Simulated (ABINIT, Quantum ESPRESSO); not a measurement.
A Quantum ESPRESSO input for a self-consistent single point of TiAl (P4/mmm, 2 atoms in the cell) (DFT, PBE, plane waves, SSSP 1.1.2 efficiency (PBE) pseudopotentials):

```fortran
&control
 calculation = 'scf'
 prefix = 'pwscf'
 outdir = './out'
 pseudo_dir = './'
 tprnfor = .true.
 tstress = .true.
/
&system
 ibrav = 0
 nat = 2
 ntyp = 2
 ecutwfc = 50
 ecutrho = 400
 occupations = 'smearing'
 smearing = 'fd'
 degauss = 0.0073499
/
&electrons
 conv_thr = 1.0d-9
/
ATOMIC_SPECIES
Ti    47.8670  ti_pbe_v1.4.uspp.F.UPF
Al    26.9815  Al.pbe-n-kjpaw_psl.1.0.0.UPF
ATOMIC_POSITIONS angstrom
Ti    1.360327000    1.360327000    1.968037500
Al    0.000000000    0.000000000    0.000000000
K_POINTS automatic
12 12 8  0 0 0
CELL_PARAMETERS angstrom
   2.720654000     0.000000000     0.000000000
   0.000000000     2.720654000     0.000000000
   0.000000000     0.000000000     3.936075000
```

**Question.** Translate this input to ABINIT.

**Answer.** This is the input that was run; spellings and numerical settings could be chosen otherwise.

```
# TiAl, PseudoDojo nc-sr-05 PBE standard
pp_dirpath "./"
pseudos "Ti.upf, Al.upf"
acell 3*1.0
rprim
         5.1412909399    0.0000000000    0.0000000000
         0.0000000000    5.1412909399    0.0000000000
         0.0000000000    0.0000000000    7.4381037560
natom 2
ntypat 2
znucl 22 13
typat 1 2
xcart
         2.5706454699    2.5706454699    3.7190518780
         0.0000000000    0.0000000000    0.0000000000
ecut 84 Ry
occopt 3
tsmear 0.00367493
nband 13
kptopt 1
ngkpt 12 12 8
nshiftk 1
shiftk 0 0 0
nstep 100
toldfe 1.0e-09
prtwf 0
prtden 0
prtvol 1
```

Basis, cutoffs, solver keys and any potentials are the target program's own. This input uses DFT, PBE, plane waves, norm-conserving pseudopotentials (PseudoDojo nc-sr-05 PBE standard). Both were run: pressure 15.31 GPa in Quantum ESPRESSO and 15.10 in ABINIT.

On ABINIT: the starting cell comes from a database of computed structures (which also holds hypothetical and non-ambient phases and stackings), without a prior relaxation at this level. Its lattice was rescaled by a random factor within 2.5 % of one. For this run, on top of that: lattice scaled by 0.98. Spin polarisation is off. With a pressure of about 15 GPa the cell is away from its equilibrium volume at this level.

On Quantum ESPRESSO: the starting cell comes from a database of computed structures (which also holds hypothetical and non-ambient phases and stackings), without a prior relaxation at this level. Its lattice was rescaled by a random factor within 2.5 % of one. For this run, on top of that: lattice scaled by 0.98. Spin polarisation is off. With a pressure of about 15 GPa the cell is away from its equilibrium volume at this level.
